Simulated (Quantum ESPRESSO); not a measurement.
Quantum ESPRESSO run on W (Im-3m, 1 atom in the cell): self-consistent single point.

Method of the run: PBEsol, PSlibrary ultrasoft (PBE) pseudopotentials (plane waves; Quantum ESPRESSO).

```yaml
crystal:
  lattice:
    - [1.56138, 1.56138, 1.56138]
    - [-1.56138, 1.56138, 1.56138]
    - [-1.56138, -1.56138, 1.56138]
  atoms:
    - { symbol: W, position: [0.00000, 0.00000, 0.00000] }
```

Reference input (self-consistent single point, DFT, PBEsol, plane waves, PSlibrary ultrasoft (PBE) pseudopotentials): ecutwfc = 55 Ry; ecutrho = 495 Ry; occupations = smearing; smearing = cold; degauss = 0.0099958 Ry; input_dft = pbesol; potentials = {W: W.pbe-spn-rrkjus_psl.1.0.0.UPF}; K_POINTS = automatic 15 15 15 0 0 0; conv_thr = 1e-10 Ry; mixing_beta = 0.7. This run's input differs from it in these lines:

```diff
@@ -16,4 +16,4 @@
   occupations = 'smearing'
-  smearing = 'cold'
-  degauss = 0.0099958
+  smearing = 'gauss'
+  degauss = 0.02205
   input_dft = 'pbesol'
```

Output (repeated stretches shortened):

```
     Self-consistent Calculation

     iteration #  1     ecut=    55.00 Ry     beta= 0.70

     Threshold (ethr) on eigenvalues was too large:
     Diagonalizing with lowered threshold

     total energy              =    -157.62534801 Ry
     estimated scf accuracy    <       0.04060656 Ry

     iteration #  2     ecut=    55.00 Ry     beta= 0.70

     total energy              =    -157.63356113 Ry
     estimated scf accuracy    <       0.00134795 Ry

     iteration #  3     ecut=    55.00 Ry     beta= 0.70

     total energy              =    -157.63373876 Ry
     estimated scf accuracy    <       0.00007368 Ry

   [... 3 blocks of this kind left out ...]

     iteration #  7     ecut=    55.00 Ry     beta= 0.70

     total energy              =    -157.63374224 Ry
     estimated scf accuracy    <          1.0E-10 Ry

     iteration #  8     ecut=    55.00 Ry     beta= 0.70
     End of self-consistent calculation

     Number of k-points >= 100: set verbosity='high' to print the bands.

     the Fermi energy is    23.5060 ev

!    total energy              =    -157.63374224 Ry
     estimated scf accuracy    <          2.0E-13 Ry
     smearing contrib. (-TS)   =      -0.00159239 Ry
     internal energy E=F+TS    =    -157.63214985 Ry

     convergence has been achieved in   8 iterations

     Forces acting on atoms (cartesian axes, Ry/au):

     atom    1 type  1   force =     0.00000000    0.00000000    0.00000000

     Total force =     0.000000     Total SCF correction =     0.000000

          total   stress  (Ry/bohr**3)                   (kbar)     P=       85.70
   0.00058258   0.00000000  -0.00000000           85.70        0.00       -0.00
   0.00000000   0.00058258   0.00000000            0.00       85.70        0.00
  -0.00000000   0.00000000   0.00058258           -0.00        0.00       85.70

   JOB DONE.
```

The run converged in 8 iterations. Against the reference run the free energy drops by 10.4 meV/atom and the pressure goes from 8.75 to 8.57 GPa.

The starting cell comes from a database of computed structures (which also holds hypothetical and non-ambient phases and stackings), without a prior relaxation at this level. Its lattice was rescaled by a random factor within 2.5 % of one. Spin polarisation is off. With a pressure of about 9 GPa the cell is away from its equilibrium volume at this level.
